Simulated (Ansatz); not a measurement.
Cost and result by functional for the surface energy of the (20-21) surface of hcp Zr in its 1x1 cell, outermost plane spacing 0.23 Å in the ideal cut, in Ansatz (plane waves, PAW). Single points on the PBE structure, on one kind of machine; costs are rough ratios of the slab run's core time (references not counted) to the cheapest single point. r2SCAN's cost holds its higher cutoff (500 against 420 eV). Differences are taken against r2SCAN for comparison alone: no measured value is at hand, so the table doesn't rank accuracy.

Set-up: 16 atoms, 9.7 Å thick at the start (thin: gaps and levels are the slab's own); mesh 12x4x1; 0.1 eV smearing; dipole correction on; all atoms relaxed; held to the part of the start's symmetry that mesh and held atoms allow; no spin, no spin-orbit, no U. These notes are the PBE run's.

```csv
functional,relative cost,surface energy (J/m²),less r2SCAN (J/m²)
LDA,1,1.84,0.05
PBEsol,1,1.80,0.01
RPBE,1,1.54,-0.25
r2SCAN,2,1.79,0.00
PBE (the relaxed run's value),–,1.65,-0.14
```

The values span 0.30 J/m², while the single points' costs differ by a factor of roughly 2. Differences are of unrounded values.

Ansatz is an electronic-structure program.
